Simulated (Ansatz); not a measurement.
Cell and atoms of amorphous Si₂₄O₄₈Cu:

```
CuO48Si24
1.0
   10.38820     0.08707     0.04137
    0.08707    10.30770    -0.23106
    0.04137    -0.23106    10.27320
Si O Cu
24 48 1
Direct
  0.63806   0.32648   0.14579
  0.01548   0.44762   0.40200
  0.36493   0.17531   0.28124
  0.46927   0.15102   0.00697
  0.27215   0.02328   0.86684
  0.38487   0.58650   0.59843
  0.88439   0.38165   0.98635
  0.25182   0.45840   0.20258
  0.67094   0.00015   0.84492
  0.89000   0.20312   0.45907
  0.49956   0.56355   0.30466
  0.32899   0.86322   0.60681
  0.78881   0.24691   0.73183
  0.19472   0.35805   0.63238
  0.84633   0.69063   0.50498
  0.58470   0.76418   0.64970
  0.04615   0.20873   0.83392
  0.99113   0.70810   0.78103
  0.12290   0.83915   0.98239
  0.63834   0.09766   0.32439
  0.70257   0.80079   0.27221
  0.10521   0.55510   0.97910
  0.17668   0.09519   0.48100
  0.85217   0.84234   0.00412
  0.57988   0.43168   0.25461
  0.49404   0.15517   0.37517
  0.63750   0.86664   0.76007
  0.15469   0.69589   0.03713
  0.99245   0.88941   0.06065
  0.48288   0.84674   0.55898
  0.96224   0.51243   0.02818
  0.12720   0.32684   0.77099
  0.99253   0.26245   0.97838
  0.70398   0.68720   0.57471
  0.45688   0.55360   0.45816
  0.24533   0.93475   0.99379
  0.31694   0.45665   0.65079
  0.68442   0.12837   0.75679
  0.09308   0.42785   0.53726
  0.36290   0.56985   0.22474
  0.31944   0.32481   0.25293
  0.76866   0.11382   0.41216
  0.92202   0.16091   0.75412
  0.23772   0.10439   0.33498
  0.81686   0.78771   0.38382
  0.62909   0.94208   0.29191
  0.08925   0.82464   0.82449
  0.90399   0.55912   0.43056
  0.94587   0.72014   0.62905
  0.07603   0.57678   0.82054
  0.11956   0.48737   0.29017
  0.01839   0.10843   0.48284
  0.24009   0.21600   0.56734
  0.21022   0.45563   0.04666
  0.49952   0.63863   0.70157
  0.28114   0.71042   0.59523
  0.80873   0.37362   0.84292
  0.33910   0.92898   0.75379
  0.13374   0.07944   0.82669
  0.86986   0.72644   0.88713
  0.56076   0.03066   0.95519
  0.22927   0.95385   0.52811
  0.77350   0.38022   0.09633
  0.59307   0.68767   0.28374
  0.94138   0.31252   0.35909
  0.76520   0.79200   0.12454
  0.40648   0.10622   0.14247
  0.79649   0.96884   0.93234
  0.35483   0.15384   0.89982
  0.82417   0.28859   0.58235
  0.67081   0.18342   0.19906
  0.53667   0.29415   0.02546
  0.62194   0.43024   0.73996
```

Methods: PBE, scalar-relativistic without spin-orbit coupling (Ansatz, an electronic-structure program); r2SCAN, scalar-relativistic without spin-orbit coupling (Ansatz); HSE06, scalar-relativistic without spin-orbit coupling (Ansatz). Neutral PBE cell, which sets geometry, pressure and energy: sampling: a 2×2×2 Γ-centred mesh; Fermi-Dirac width 0.02 eV; collinear spin, started from a total moment of 1 μB. In the spin-polarised cell the level spacing at the Fermi energy can part levels of unlike spin. Exact exchange is cut at the faces of this 10 Å cell, which leaves hybrid gaps a finite-size error.

The cell was made by melting and quenching with the CHGNet potential and then relaxed with DFT. O atoms were pushed apart under 1.9 Å during the dynamics, to hinder bonds among them. The hot cell started wider than the set density and was brought back towards it in steps. It is the lowest in DFT energy of 2 quenches. It is a model cell: composition and starting density were chosen by hand, and all elements were melted together. No dispersion term was used. Its density started from a set value of 2.27 and ended at 2.27 g/cm³. Cooling (nominally 480 K/ps over its main leg) ran many orders faster than in experiment, which tends to leave more defects and strain. Values belong to this one cell and scatter from quench to quench. The volume was held where the preparation left it and the shape relaxed. Cycles of charging lowered its energy after that relaxation.

### Question
Give the pressure, the energy against reference phases and the spacing of the highest filled and lowest empty levels.

### Answer

| Quantity | Value |
|---|---|
| Pressure on a 2×2×2 Γ-centred mesh | -1.10 GPa |
| Largest force and stress component on that mesh (the relaxation ran on the zone centre alone) | 0.10 eV/Å and 1.3 GPa |
| Energy relative to alpha cristobalite + fcc Cu (lowest mix at this level among the phases computed, not always the ambient ones) | 0.152 eV/atom |
| Level spacing at the Fermi energy on a 2×2×2 Γ-centred mesh (PBE) | 0.59 eV |
| Level spacing at the Fermi energy at the zone centre (PBE) | 0.65 eV |
| Level spacing at the Fermi energy at the zone centre (r2SCAN) | 1.16 eV |
| Level spacing at the Fermi energy at the zone centre (HSE06) | 1.72 eV |
| Distance between the nearest levels spread over more than a fifth of the atoms or a third of the atoms of their main element (six at least) (PBE, zone centre) | 5.52 eV |
| Net moment | 1.00 μB |

### Question
At PBE and the zone centre, how localised are the states just below and above the Fermi level (participation number: the atoms over which a state spreads)?

### Answer
The highest filled state is spread over 3.1 atoms' worth, largest on Cu73, with weights by element (charge in smoothed Voronoi cells) Cu 0.55, O 0.33, Si 0.12. The lowest empty state is spread over 3.6 atoms' worth, largest on Cu73, with weights by element (charge in smoothed Voronoi cells) Cu 0.51, O 0.36, Si 0.13.

At PBE the levels at both edges of the gap are localised (band-tail or defect states), and the nearest spread-out levels lie 5.5 eV apart at the zone centre.

Neighbours within Si-Si 2.60 Å, Si-O 1.90 Å, Si-Cu 2.67 Å, O-O 1.58 Å, O-Cu 2.38 Å, Cu-Cu 2.90 Å count as bonded. Two cations that share two anions don't count as bonded, nor two that share one unless they lie closer than Si-Si 2.38 Å, Si-Cu 2.60 Å, Cu-Cu 2.82 Å.

Added carriers, by PBE, scalar-relativistic without spin-orbit coupling (Ansatz) on the zone centre alone. Charged cells keep the cell fixed and stand in a uniform background, with no image correction, at a width of 0.01 eV; where the count is odd the moment is locked at 1 μB, unless the neutral cell bore moments. Each starts from the undistorted neutral geometry alone. PBE's self-interaction favours spread-out carriers, so it can miss traps that a hybrid finds.

### Question
What happens at PBE when the cell takes an extra electron and the atoms relax?

### Answer
Relaxation lowers the charged cell by 0.77 eV. The largest moves are Cu73 0.99 Å, Si13 0.21 Å, O38 0.18 Å, O57 0.17 Å. Bonds broken: O57-Cu73. Made neutral again at that geometry, the cell lies +0.76 eV from the neutral start.

### Question
What happens at PBE when the cell takes a hole and the atoms relax?

### Answer
Relaxation lowers the charged cell by 1.62 eV. The largest moves are Cu73 0.84 Å, O57 0.28 Å, O63 0.24 Å, O33 0.22 Å. Bonds formed: O55-Cu73. Made neutral again at that geometry, the cell lies +0.47 eV from the neutral start.
